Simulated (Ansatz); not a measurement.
Consider PbSe in the rock salt structure (space group Fm-3m, No. 225; a = 6.178 Å). Axes: x, y, z lie along the cube axes.

Calculations: plane-wave PAW DFT at the r2SCAN level (Ansatz, a first-principles code, 500 eV), no SOC.

For the base:

Valley order: L along ⟨111⟩ 0.67 eV; a point along ⟨110⟩, about 0.6 Å⁻¹ from Γ 1.46 eV
Pressure: -0.01 GPa

One thing is altered: uniaxial strain ε_zz = +1.87 %, all other strain components held at zero; the atoms relax in the strained cell.

Problem. What does the calculation give for the valley order after the change?

Solution. The valley order (the lowest conduction-band minima on the path, energy above the VBM, named in the base's zone) changes from L along ⟨111⟩ 0.67 eV; a point along ⟨110⟩, about 0.6 Å⁻¹ from Γ 1.46 eV to L along [1-11] 0.71 eV; a point along [1-10], about 0.6 Å⁻¹ from Γ 1.51 eV; a point along [001], about 0.4 Å⁻¹ from Γ 2.17 eV.

Problem. What happens to the pressure?

Solution. The pressure (mean of the normal stresses, compression positive) falls by 0.87 GPa, from -0.01 GPa to -0.88 GPa.

Problem. What does the calculation give for the energy relative to the base after the change?

Solution. The energy increases by 3.8 meV/atom.

With Pb present, leaving out spin-orbit coupling can change the band edges. The levels and masses belong to the bands next to the band gap. No phonon test of stability was made.
